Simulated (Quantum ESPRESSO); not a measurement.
Worked example: self-consistent single point of SrAlGe (P1, 3 atoms in the cell) in Quantum ESPRESSO.

Method: PBEsol, PseudoDojo standard norm-conserving (PBESOL) pseudopotentials (plane waves; Quantum ESPRESSO).

The change in words: atoms moved at random. Reference geometry:
```yaml
crystal:
  lattice:
    - [4.29652, 0.00000, 0.00000]
    - [-2.14826, 3.72090, 0.00000]
    - [0.00000, 0.00000, 4.77902]
  atoms:
    - { symbol: Sr, position: [0.00000, 0.00000, 0.00000] }
    - { symbol: Al, position: [0.66667, 0.33333, 0.50000] }
    - { symbol: Ge, position: [0.33333, 0.66667, 0.50000] }
```

Reference input (self-consistent single point, DFT, PBEsol, plane waves, PseudoDojo standard norm-conserving (PBESOL) pseudopotentials): ecutwfc = 80 Ry; occupations = smearing; smearing = fermi-dirac; degauss = 0.0036749 Ry; potentials = {Sr: Sr.upf, Al: Al.upf, Ge: Ge.upf}; K_POINTS = automatic 6 6 5 0 0 0; conv_thr = 1e-10 Ry; mixing_beta = 0.7. This run's input differs from it in these lines:

```diff
@@ -9,5 +9,3 @@
 &SYSTEM
-    ibrav = 4
-    celldm(1) = 8.1192455785
-    celldm(3) = 1.112300257059
+    ibrav = 0
     nat = 3
@@ -27,6 +25,10 @@
 Ge    72.6300  Ge.upf
+CELL_PARAMETERS {angstrom}
+   4.2965200000     0.0000000000     0.0000000000
+  -2.1482600000     3.7208950000     0.0000000000
+   0.0000000000     0.0000000000     4.7790200000
 ATOMIC_POSITIONS {angstrom}
-Sr    0.0000000000    0.0000000000    0.0000000000
-Al    2.1482598649    1.2402984113    2.3895100000
-Ge    0.0000000000    2.4805968226    2.3895100000
+Sr    0.0137810879   -0.0010753386   -0.0139690755
+Al    2.1130650564    1.2623545586    2.4153788353
+Ge    0.0214160039    2.4596195010    2.3776102402
 K_POINTS {automatic}
```

The program printed (abridged):

```
     Self-consistent Calculation

     iteration #  1     ecut=    80.00 Ry     beta= 0.70

---- Real-time Memory Report at c_bands before calling an iterative solver
           218 MiB given to the printing process from OS
           193 MiB allocation reported by mallinfo(arena+hblkhd)
------------------

     Threshold (ethr) on eigenvalues was too large:
     Diagonalizing with lowered threshold

---- Real-time Memory Report at c_bands before calling an iterative solver
           225 MiB given to the printing process from OS
           197 MiB allocation reported by mallinfo(arena+hblkhd)
------------------

   [... lines left out ...]

---- Real-time Memory Report at c_bands before calling an iterative solver
           237 MiB given to the printing process from OS
           222 MiB allocation reported by mallinfo(arena+hblkhd)
------------------

     total energy              =    -251.54936769 Ry
     estimated scf accuracy    <          2.0E-10 Ry

     iteration # 10     ecut=    80.00 Ry     beta= 0.70

---- Real-time Memory Report at c_bands before calling an iterative solver
           239 MiB given to the printing process from OS
           223 MiB allocation reported by mallinfo(arena+hblkhd)
------------------
     End of self-consistent calculation

     the Fermi energy is     8.1627 ev

!    total energy              =    -251.54936769 Ry
     estimated scf accuracy    <          2.0E-11 Ry
     smearing contrib. (-TS)   =      -0.00124293 Ry
     internal energy E=F+TS    =    -251.54812476 Ry

     convergence has been achieved in  10 iterations

     Forces acting on atoms (cartesian axes, Ry/au):

     atom    1 type  1   force =    -0.00242898    0.00038800    0.00312560
     atom    2 type  2   force =     0.02165286   -0.01478226   -0.00197175
     atom    3 type  3   force =    -0.01922388    0.01439426   -0.00115385

     Total force =     0.035849     Total SCF correction =     0.000010

          total   stress  (Ry/bohr**3)                   (kbar)     P=      -10.68
   0.00000024  -0.00005438   0.00000083            0.04       -8.00        0.12
  -0.00005438  -0.00008337  -0.00000106           -8.00      -12.26       -0.16
   0.00000083  -0.00000106  -0.00013473            0.12       -0.16      -19.82

   JOB DONE.
```

The run converged in 10 iterations. Against the reference run the free energy rises by 8.0 meV/atom, the pressure goes from -1.19 to -1.07 GPa and the largest force goes from 0.000 to 0.676 eV/Å. The full log also holds: “c_bands:  1 eigenvalues not converged”.

The starting cell comes from a database of computed structures (which also holds hypothetical and non-ambient phases and stackings), without a prior relaxation at this level. For this run, on top of that: atoms moved at random.

Cost on one core of a shared machine: roughly 2 min.
